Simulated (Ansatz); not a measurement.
# Worked example: self-consistent single point of BaSn₃Au (I4mm, 5 atoms in the cell) in Ansatz

Method of the run: r2SCAN, default PAW files made with PBE (plane waves; Ansatz, a quantum-chemistry and plane-wave program).

Input:

Ansatz 0.2 input:
```yaml
crystal:
  lattice:
    - [-2.538429, 2.538429, 5.643680]
    - [2.538429, -2.538429, 5.643680]
    - [2.538429, 2.538429, -5.643680]
  atoms:
    - { symbol: Ba, position_ang: [0.000000, 0.000000, 0.000000] }
    - { symbol: Au, position_ang: [-0.000000, 0.000000, 4.041778] }
    - { symbol: Sn, position_ang: [0.000000, -0.000000, 6.776818] }
    - { symbol: Sn, position_ang: [2.538429, 0.000000, 2.818567] }
    - { symbol: Sn, position_ang: [0.000000, 2.538429, 2.818567] }
kpoints:
  mp_grid: { grid: [6, 6, 6] }
hamiltonian:
  xc: r2scan
  pseudopotentials: { kind: paw }
scf:
  occupations: { method: gaussian, width: 0.0073 Ry }
output:
  forces: true
  eigenvalues: true
  stress: true
```

Output, abridged:

```
WARN basis.ecutwfc = 500 eV, the default
WARN ansatz: RAYON_NUM_THREADS=1 ignored (pool sized by the plan → 1); use --threads N
Pseudopotentials: kind: paw
Pseudopotential: Ba, paw, valence charge 10
Pseudopotential: Au, paw, valence charge 19
Pseudopotential: Sn, paw, valence charge 14
Crystal: 5 atoms, lattice volume = 145.463 Å³
Basis set: ecut = 500 eV, 3685 PW (Γ), exchange–correlation on 200×200×200 points (64 copies of the dense FFT grid, shifted against one another)
Bands: 43, of which v1, the nominal top of the filled ones, is band 36 counted from 1 (35 counted from 0)
Symmetry: 8 space group operations
Space group: I4mm (ITA 107), of the structure as read, at distance tolerance 5.3e-5 Å
k-points: 30 of 216 (time reversal used)
PAW frozen core: Ba, regenerated for the run's functional
PAW frozen core: Au, regenerated for the run's functional
PAW frozen core: Sn, regenerated for the run's functional
Initial density: superposition of atomic densities (neutral atoms: chi_scale 0, normalization atom), corrected by the library's trained network
Initial wavefunctions: pseudopotential atomic-orbital guess
Eigensolver: davidson
Functional: x = r2scan, c = r2scan; τ floored in thin density (d = 2e-4 eV/Å³)
SCF iter   1: F=—  HF=-37246.577756 eV  |F-HF|=—  |Δ(HF+E_count)|=         —  Δρ=7.25e-3  dr2=1.32e-1  dr2_τ=1.69e-2  ethr=1.77e-3  ⟨swp⟩=9.2  Hψ=6017  notcnv=0
all-band conjugate gradients solve this SCF's bands
preconditioner: auto → Kerker (q_TF=auto, 2.421 Å⁻¹)
SCF iter   2: F=—  HF=-37246.635254 eV  |F-HF|=—  |Δ(HF+E_count)|=   5.75e-2  Δρ=3.59e-3  dr2=4.10e-2  dr2_τ=2.18e-3  ethr=1.86e-4  ⟨swp⟩=2.1  Hψ=1979  notcnv=0  defer=61
SCF iter   3: F=—  HF=-37246.629877 eV  |F-HF|=—  |Δ(HF+E_count)|=   5.38e-3  Δρ=1.55e-3  dr2=1.23e-2  dr2_τ=2.70e-4  ethr=5.78e-5  ⟨swp⟩=2.0  Hψ=1659  notcnv=0  defer=61
SCF iter   4: F=—  HF=-37246.627341 eV  |F-HF|=—  |Δ(HF+E_count)|=   2.54e-3  Δρ=5.17e-4  dr2=9.88e-4  dr2_τ=1.49e-5  ethr=1.74e-5  ⟨swp⟩=2.0  Hψ=2020  notcnv=0  defer=61
SCF iter   5: F=—  HF=-37246.627254 eV  |F-HF|=—  |Δ(HF+E_count)|=   8.72e-5  Δρ=1.55e-4  dr2=4.13e-5  dr2_τ=2.50e-6  ethr=1.39e-6  ⟨swp⟩=2.0  Hψ=2089  notcnv=0  defer=61
SCF iter   6: F=—  HF=-37246.627252 eV  |F-HF|=—  |Δ(HF+E_count)|=   1.86e-6  Δρ=5.04e-5  dr2=4.07e-6  dr2_τ=1.24e-7  ethr=5.81e-8  ⟨swp⟩=2.0  Hψ=2234  notcnv=0  defer=61
SCF iter   7: F=—  HF=-37246.627254 eV  |F-HF|=—  |Δ(HF+E_count)|=   2.42e-6  Δρ=1.71e-5  dr2=9.99e-7  dr2_τ=1.90e-8  ethr=5.74e-9  ⟨swp⟩=2.0  Hψ=2229  notcnv=0  defer=61
SCF iter   8: F=—  HF=-37246.627254 eV  |F-HF|=—  |Δ(HF+E_count)|=   1.99e-7  Δρ=5.17e-6  dr2=1.04e-7  dr2_τ=5.47e-9  ethr=1.41e-9  ⟨swp⟩=2.0  Hψ=1811  notcnv=0  defer=61
SCF iter   9: F=-37246.627254 eV  HF=-37246.627254 eV  |F-HF|=5.29e-9  |Δ(HF+E_count)|=   1.41e-9  Δρ=2.01e-6  dr2=1.45e-8  dr2_τ=2.46e-10  ethr=1.41e-10  ⟨swp⟩=11.9  Hψ=6822  notcnv=0
SCF 1 converged in 9 iterations: F = -37246.627254 eV  dr2 = 1.45e-8
SCF converged after 9 iterations
Free energy (F): -37246.627254 eV
Harris-Foulkes:  -37246.627254 eV  (|F-HF|=5.29e-9)
Internal energy: -37246.618192 eV  (E = F + TS)
E sigma→0 (E₀):  -37246.622723 eV
Entropy (-TS):   -0.009062 eV (-1.812 meV/atom)
Fermi energy:    11.236159 eV
--- Per-component energies (eV) ---
  E_band       = -708.403301
  E_kinetic    = 1332.304175
  E_local      = -6257.829527  (includes V_loc(G=0)·N_el)
  E_nonlocal   = 30.650817
  E_hartree    = 3205.586252
  E_xc         = -1499.625349
  E_vxc        = -769.682313  (∫ρ·V_xc dr)
  E_paw        = -27461.340201  (= ΣΔE_a)
  E_vpaw       = -1503.909549  (= ΣTr[D̂ρ^β])
  E_aug_tail   = 0.000708  (compensation charges beyond the density's cutoff)
  E_vtau       = 48.891165  (kinetic-family band-sum trace: ∫τ·v_τ [+ j·A + Jᵃ·Aᵃ] dr)
  E_ewald      = -6598.465118
  E_core_change = 2.100052  (= ΣΔE_core)
  E_smearing   = -0.009062  (= −TS)
  E_closure    = 0.000000  (closes the sum)
  Σ components = -37246.627254   (vs F -37246.627254, Δ=0.00e0)
--- Forces (eV/Å), atoms counted from 1 ---
  atom   1  Ba    -0.00000000     0.00000000     0.04640069
  atom   2  Au    -0.00000000    -0.00000000    -0.04008634
  atom   3  Sn     0.00000000    -0.00000000     0.08936558
  atom   4  Sn    -0.00000000    -0.00000000    -0.04787336
  atom   5  Sn     0.00000000     0.00000000    -0.04787336
  max |Σ_I F_I| component: 6.68e-5 eV/Å
--- Stress (GPa, compression-positive) ---
       -0.718927       0.000000      -0.000000
        0.000000      -0.718927      -0.000000
       -0.000000      -0.000000      -1.090818
  P = ⅓ Tr σ = -0.8429 GPa (-8.429 kbar)
  The stress holds the Pulay correction. Without it, at fixed plane waves, as pw.x and ABINIT print it: P = -0.8552 GPa
--- Band table (eV; the first three rows and the last of 30) ---
  k-point 0: bands = ["-97.2962", "-48.1225", "-48.1156", "-48.1156", "-18.3323", "-11.1159", "-11.0995", "-11.0995", "-11.0966", "-11.0793", "-11.0203", "-10.9704", "-10.9704", "-10.9590", "-10.9457", "-10.9446", "-10.9141", "-10.8848", "-10.8680", [...]
  k-point 1: bands = ["-97.2962", "-48.1224", "-48.1156", "-48.1156", "-18.3307", "-11.1256", "-11.1082", "-11.0953", "-11.0867", "-11.0570", "-11.0119", "-10.9888", "-10.9719", "-10.9667", "-10.9480", "-10.9364", "-10.9257", "-10.8931", "-10.8673", [...]
  k-point 2: bands = ["-97.2962", "-48.1224", "-48.1156", "-48.1156", "-18.3278", "-11.1285", "-11.1194", "-11.1080", "-11.0594", "-11.0393", "-11.0170", "-11.0121", "-10.9793", "-10.9662", "-10.9387", "-10.9376", "-10.9268", "-10.8893", "-10.8750", [...]
  k-point 29: bands = ["-97.2962", "-48.1225", "-48.1156", "-48.1156", "-18.3318", "-11.1153", "-11.1005", "-11.1005", "-11.1002", "-11.0789", "-11.0142", "-10.9701", "-10.9701", "-10.9609", "-10.9457", "-10.9452", "-10.9156", "-10.8838", [...]
```

The run converged in 9 iterations.

The starting cell comes from a database of published, mostly measured structures (it also holds non-ambient and calculated ones), without a prior relaxation at this level. Its lattice was rescaled by a random factor within 2.5 % of one. Spin-orbit coupling is off. Ansatz's pressure includes its estimate of the finite-basis (Pulay) stress.

Cost on one core of a shared machine: roughly 50 s.
